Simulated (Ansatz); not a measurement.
Results of LDA (plane waves, PAW; Ansatz, an electronic-structure program) for MoSeS (P-3m1, No. 164, 6 atoms in the cell; start mp-1221404).

Run with plane-wave cutoff 520 eV, 12×12×4 k mesh (along the axes of the cell as run), Fermi–Dirac smearing 0.01 eV, no spin polarisation, scalar-relativistic PAW data made under PBE.

Cell (relaxed with PBE-D3(BJ)):

```
MoSSe
1.0
    3.21914     0.00000     0.00000
   -1.60957     2.78786     0.00000
    0.00000     0.00000    12.47087
Mo Se S
2 2 2
Cartesian
  0.00000   0.00000   3.28584
  0.00000   0.00000   9.18503
  1.60957   0.92929  10.89039
  0.00000   1.85857   1.58047
  0.00000   1.85857   4.81326
  1.60957   0.92929   7.65761
```

**Question.** What does this level give for the band gap, smallest direct gap on the k points sampled and Γ–Γ gap?

**Answer.** 
- band gap = 0.48 eV
- smallest direct gap on the k points sampled = 1.61 eV
- Γ–Γ gap = 1.90 eV

Note: cell and atoms aren't relaxed at this level (largest force component 0.47 eV/Å, pressure -3.7 GPa).

Spin–orbit coupling is not included.

Static lattice: no zero-point or thermal effects.

Computing time: around 50 core-seconds (rough).

A start named mp-… is a Materials Project structure, which need not be a measured phase.
